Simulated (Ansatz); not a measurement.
**Pressure series in Co2N**

The parent structure is Co2N (space group Pnnm, No. 58; a = 4.224 Å, b = 4.483 Å, c = 2.793 Å; non-magnetic).

Cell and atoms are relaxed at each pressure.

All numbers come from PBEsol/PAW in Ansatz (a quantum-chemistry and plane-wave program), no SOC.

```
pressure (GPa)  volume per atom (Å³/atom)
--------------  -------------------------
-2                                  8.878
-1                                  8.845
0                                   8.813
0.3                                 8.804
0.7                                     ?
3                                   8.720
5                                   8.662
7.5                                 8.591
10                                  8.524
```

Q: Fit the third-order Birch–Murnaghan form P(V) = (3B₀/2)[(V₀/V)^(7/3) − (V₀/V)^(5/3)]·[1 + (3/4)(B₀′ − 4)((V₀/V)^(2/3) − 1)] (squares taken in P) to the rows shown and predict the withheld row.

A: Least squares on the printed values gives V₀ = 8.813 Å³/atom, B₀ = 277 GPa, B₀′ = 4.8; this predicts 8.791 Å³/atom, and the run gives 8.791 Å³/atom, in agreement.

Load acts through the strain it causes; cell and atoms are relaxed under it. No phonon test of stability was made. Competing high-pressure phases were not computed. Seeded moments were not kept for the base. All final runs are without spin polarisation.
